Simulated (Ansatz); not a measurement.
Related cells compared by their band gap.

Cell A: ZnS (zinc blende, F-43m), 2 atoms in the cell, k-point mesh 12×12×12 on the run's own vectors.
```
CELL_PARAMETERS angstrom
      0.00000     2.72174     2.72174
      2.72174     0.00000     2.72174
      2.72174     2.72174     0.00000
ATOMIC_POSITIONS crystal
  Zn 0.00000 0.00000 0.00000
  S  0.25000 0.25000 0.25000
```

Cell B: ZnS (P6₃mc), 12 atoms in the cell, k-point mesh 12×12×2 on the run's own vectors.
```
ZnS
1.0
    3.84703     0.00000     0.00000
   -1.92351     3.33162     0.00000
    0.00000     0.00000    18.87314
Zn S
6 6
Direct
  0.00000   0.00000   0.00003
  0.00000   0.00000   0.50003
  0.33333   0.66667   0.16679
  0.66667   0.33333   0.66679
  0.66667   0.33333   0.33327
  0.33333   0.66667   0.83327
  0.00000   0.00000   0.12511
  0.00000   0.00000   0.62511
  0.33333   0.66667   0.29164
  0.66667   0.33333   0.79164
  0.66667   0.33333   0.45815
  0.33333   0.66667   0.95815
```

Cell C: ZnS (P6₃mc), 8 atoms in the cell, k-point mesh 12×12×4 on the run's own vectors.
```
CELL_PARAMETERS angstrom
      3.84672     0.00000     0.00000
     -1.92336     3.33136     0.00000
      0.00000     0.00000    12.59023
ATOMIC_POSITIONS crystal
  Zn 0.00000 0.00000 0.00005
  Zn 0.00000 0.00000 0.50005
  Zn 0.33333 0.66667 0.25002
  Zn 0.66667 0.33333 0.75002
  S  0.00000 0.00000 0.18729
  S  0.00000 0.00000 0.68729
  S  0.33333 0.66667 0.43764
  S  0.66667 0.33333 0.93764
```

Cell D: ZnS (wurtzite, P6₃mc), 4 atoms in the cell, k-point mesh 12×12×6 on the run's own vectors.
```yaml
crystal:
  lattice:
    - [3.84463, 0.00000, 0.00000]
    - [-1.92232, 3.32955, 0.00000]
    - [0.00000, 0.00000, 6.30540]
  atoms:
    - { symbol: Zn, position: [0.33333, 0.66667, 0.00017] }
    - { symbol: Zn, position: [0.66667, 0.33333, 0.50017] }
    - { symbol: S, position: [0.33333, 0.66667, 0.37463] }
    - { symbol: S, position: [0.66667, 0.33333, 0.87463] }
```

Plane-wave PAW calculations with Ansatz (a quantum-chemistry and plane-wave program), its default PAW set, cutoff 420 eV, 500 eV for r2SCAN. The structures are at rest with PBE; other levels are single points on them. HSE06 runs on coarser k-point meshes, which give the PBE gaps of the finer ones within 0.03 eV. Neutral cells; Fermi-Dirac smearing of at most 0.05 eV in the solids, energies taken to zero width. The lattices are those relaxed with PBE, so at other levels the solids can be strained, which adds to the spread. Cells are local rest points, mostly with their start's symmetry. A dispersion term ran beside these levels; it doesn't touch the electrons. Gaps are highest filled to lowest empty Kohn-Sham level on the run's k-point mesh, states of defects and surfaces included; edges off the mesh make the true gap smaller, and under 0.08 eV counts as none.

Q: Give the band gap (eV) at the level PBE, cell by cell.

A: 
```
cell            PBE
----  -------------
A     2.02 (direct)
B     2.04 (direct)
C     2.05 (direct)
D     2.08 (direct)
```

With PBE the value is lowest for A and highest for D.

Q: How do the other levels compare?

A: 
| system | r2SCAN | HSE06 |
|---|---|---|
| A | 2.57 (direct) | 3.23 |
| B | 2.59 (direct) | 3.26 |
| C | 2.60 (direct) | 3.27 |
| D | 2.64 (direct) | 3.30 |

With r2SCAN the value is lowest for A and highest for D. With HSE06 the value is lowest for A and highest for D.
